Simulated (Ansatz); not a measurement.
Results of HSE06 (PAW; Ansatz, an electronic-structure program) for fluorite AuAl₂.

Run with plane-wave cutoff 500 eV, 8×8×8 k mesh, Fermi–Dirac smearing 0.1 eV, scalar-relativistic PAW data made under PBE.

Computed at the level's own relaxed cell.

**Question.** Estimate the volume per atom and lattice parameter a that the calculation returns.

**Answer.** 
- volume per atom: 18.14 Å³/atom
- lattice parameter a: 6.015 Å

Note: exact exchange on metals is sensitive to the k mesh and can open a false gap; the run warned that the count of filled bands differs between k points.

Spin–orbit coupling is not included; it can shift volumes and moduli of such heavy elements.

Computed values are for the static lattice.

The result took very roughly 5 core-minutes.
